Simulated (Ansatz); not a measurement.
**Cu3SbSe4 under a change: biaxial strain −0.75 %, plane normal [001], relaxed out of plane**

Take Cu$_{3}$SbSe$_{4}$ (space group I-42m, No. 121; a = 5.6272 Å, c = 11.1837 Å) as the base. Axes: x, y, z lie along a, b, c of the conventional cell.

Modification: compressive biaxial strain of 0.75 % in the plane normal to [001], as in epitaxy on a mismatched substrate; the out-of-plane cell vector and the atoms relax.

Method: PBEsol (Ansatz, a quantum-chemistry and plane-wave program; PAW; 420 eV plane waves; no spin-orbit coupling). k-mesh 12×12×12 (Γ-centred); smearing 0.05 eV (Fermi–Dirac).

| quantity | base | changed | shift |
|---|---|---|---|
| volume per atom | 22.13 Å³ | 22.03 Å³ | -0.10 Å³ |
| space group | I-42m (No. 121) | I-42m (No. 121) | – |
| energy relative to the base (free energy F) | 0 meV/atom | +0.5 meV/atom | +0.5 meV/atom |
| pressure (mean of the normal stresses, compression positive) | 0.0 GPa | 0.3 GPa | +0.3 GPa |
| band gap | zero | zero | – |
| out-of-plane strain (rough) | – | +1.04 % | – |
| mean in-plane stress (compression positive) (rough) | – | +0.5 GPa | – |

Without a gap, meshes like the base's 12×12×12 leave anisotropic stresses uncertain by several tenths of a GPa, and small strain energies with them. Stability against distortions was not tested. All final runs are without spin polarisation.
